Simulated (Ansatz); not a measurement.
Start from CdTe in the zinc blende structure (space group F-43m, No. 216; a = 6.558 Å). Axes: x, y, z lie along the cube axes.

The values are results of Ansatz (a quantum-chemistry and plane-wave program) r2SCAN, no spin-orbit coupling, not measurements.

Before the change:

| Property | Result |
|---|---|
| Valence-band top at Γ | 0.00, 0.00, 0.00 eV |

It is then changed as follows: a free-standing slab of 4 layers (8 atoms, 2 a layer) is cut normal to [110], with 15 Å of vacuum and the in-plane cell held at bulk.

### Question
What happens to the valence-band top at Γ and excess energy per area of both faces?

### Answer
The valence-band top at Γ (three highest levels, from the VBM) becomes 0.00, -0.30, -0.37 eV (base: 0.00, 0.00, 0.00 eV); the excess energy per area of both faces (slab less bulk energy over the cell's area: twice a surface energy) comes out as 0.53 J/m².

Slab and bulk use different k-meshes, which limits the precision of the excess energy. Spin-orbit coupling, missing from the scalar runs, can matter with Te. The levels and masses belong to the bands next to the band gap. Whether these cells are dynamically stable was not tested.
